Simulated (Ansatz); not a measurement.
Start from HgTe in the zinc blende structure (space group F-43m, No. 216; a = 6.4350 Å). Axes: x, y, z lie along the cube axes.

Level of theory: DFT with LDA, PAW potentials and a 420 eV plane-wave cutoff in Ansatz (an electronic-structure program), spin-orbit coupling left out.

Base values:

| Item | Result |
|---|---|
| Shortest interatomic distance | 2.786 Å |
| Pressure | 0.0 GPa |

Now apply this change: biaxial strain −2.00 %, plane normal [001], relaxed out of plane (Cartesian); in-plane vectors clamped, the third vector and the atoms free.

Problem. Predict the new energy relative to the base.

Solution. The energy increases by 3.5 meV/atom.

Problem. What does the calculation give for the shortest interatomic distance after the change?

Solution. The shortest interatomic distance decreases by 0.010 Å, from 2.786 Å to 2.776 Å.

Problem. How does this affect the pressure?

Solution. The pressure (mean of the normal stresses, compression positive) goes from zero to 0.6 GPa.

A case with no gap was solved on a k-mesh chosen for an insulator, which is coarse for it. No phonon test of stability was made. All final runs are without spin polarisation.
